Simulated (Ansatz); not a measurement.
## What Se → Ir does to CdSe

The reference is CdSe in the zinc blende structure (space group F-43m, No. 216; a = 6.1333 Å).

Modification: full substitution Se → Ir, then cell and atoms are relaxed.

All numbers come from r2SCAN/PAW in Ansatz (a first-principles code), no spin-orbit coupling. Γ-centred 14×14×14 mesh, Fermi–Dirac width 0.05 eV, for the changed cell.

The volume per atom decreases by 2.27 Å³ to 26.57 Å³ and the density increases by 4.01 g/cm³, from 5.51 g/cm³ to 9.52 g/cm³. The lattice parameter a shrinks by 0.3126 bohr to 11.278 bohr and the space group stays F-43m (No. 216). The shortest interatomic distance drops by 0.1353 bohr (5.019 bohr → 4.883 bohr) and the band gap goes from 1.04 eV to zero.

Final structure:

```xyz
2
Lattice="0.0000 2.9839 2.9839 2.9839 0.0000 2.9839 2.9839 2.9839 0.0000" Properties=species:S:1:pos:R:3 pbc="T T T"
Ir     4.4759     4.4759     4.4759
Cd     0.0000     0.0000     0.0000
```

Cost of the whole job for the changed cell (relaxation, final SCF and bands): about 3 core-minutes (a rough figure).

Stability against distortions was not tested. As relaxed here, CdIr is a hypothetical phase, not in the database extracts checked. All final runs are without spin polarisation. An odd electron count without spin: CdIr. CdIr has a high density of states at the Fermi level and may be magnetic at this level.
